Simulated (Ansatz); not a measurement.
## AlN: transverse stress against strain

AlN (wurtzite, P6_3mc, 10.211 Å³/atom at rest, c along z) under a strain ε along c (axis z), the other axes held. LDA in Ansatz, a plane-wave DFT program (PAW, default set), 420 eV, 12×12×7 Γ-centred mesh, Fermi-Dirac smearing 0.05 eV; ions are relaxed within the symmetry of each cell. Stress is positive for a compressed cell.

Here s stands for strain and y for stress xx.

| strain (%) | stress xx (GPa) |
|---|---|
| -3.00 | ? |
| -1.20 | 1.41 |
| -0.60 | 0.69 |
| 0.00 | 0.00 |
| 0.60 | -0.66 |
| 1.20 | -1.27 |

Problem. Using a straight line, estimate the missing y at s = -3.00 from the other rows, showing the fit.

Solution. Means: s 0, y 0.034. About the means, the sum of products is -4.0260 and the sum of squares of s is 3.6000; the slope is their ratio. Least squares gives y = 0.034 - 1.1183·s. Residuals (row less fit): 0.034, -0.015, -0.034, -0.023, 0.038; standard error 0.039 (degrees of freedom: 3). The slope gives the elastic constant C13 = 112 ± 2 GPa. At the withheld row, y = 0.034 - 1.1183 × (-3.0) = 3.389 GPa. The calculation gives 3.94 GPa, 0.551 GPa above the prediction (10.6 % of the range of y in the table). The row lies outside the fitted rows, so this is an extrapolation. From the scatter of the fitted rows alone, a prediction at this place has a standard error of 0.075 GPa, so the miss is 7.3 times that.

One order more, fitted to all 11 runs of the series, follows each within 0.02, so the miss is the next term of a smooth law. Rows are the converged runs of the series near zero and its far end; series whose fitted rows scatter by over a few per cent of the range, as at a crossing or softening among them, aren't shown in this form. Most that stay on the fit to the last digits aren't either.
